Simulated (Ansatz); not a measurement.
Amorphous Al$_{28}$O$_{43}$Na$_{2}$, 73 atoms at 3.07 g/cm³, one PBE-relaxed geometry, zone centre. Methods: PBE, scalar-relativistic without spin-orbit coupling (Ansatz, a program for electronic structure); r2SCAN, scalar-relativistic without spin-orbit coupling (Ansatz); HSE06, scalar-relativistic without spin-orbit coupling (Ansatz). Plane waves to 420 eV (r2SCAN 500 eV); exact exchange is cut at the cell's faces. At PBE the levels at the filled edge of the gap are localised (band-tail or defect states), and the nearest spread-out levels lie 4.0 eV apart at the zone centre. All rungs ran without spin polarisation.

The cell was made by melting and quenching with the CHGNet potential and then relaxed with DFT. O atoms were pushed apart under 1.9 Å during the dynamics, to hinder bonds among them. The hot cell started wider than the set density and was brought back towards it in steps. It is the lowest in DFT energy of 2 quenches. It is a model cell: composition and starting density were chosen by hand, and all elements were melted together. No dispersion term was used. Its density started from a set value of 3.07 and ended at 3.07 g/cm³. The quench (nominally 410 K/ps over its main leg) was far faster than any real one, so the model tends to hold more defects than a real film. Values belong to this one cell and scatter from quench to quench. The volume was held where the preparation left it and the shape relaxed, at a PBE pressure of 1.1 GPa. Stress components on the final sampling reach 1.1 GPa.

The relaxation ran on the zone centre alone. At PBE the level gap is 3.31 eV on a 2×2×2 Γ-centred mesh, and the spacing at the zone centre alone 3.30 eV.

Q: What zone-centre spacing does r2SCAN give, roughly?

A: 3.93 eV (+0.63 eV against PBE).

Q: What zone-centre spacing does HSE06 give, roughly?

A: 4.97 eV (+1.67 eV against PBE).

The highest filled and the lowest empty state spread over these numbers of atoms (participation numbers): PBE: 2.0 and 62.1; r2SCAN: 1.9 and 60.9; HSE06: 1.9 and 61.0.
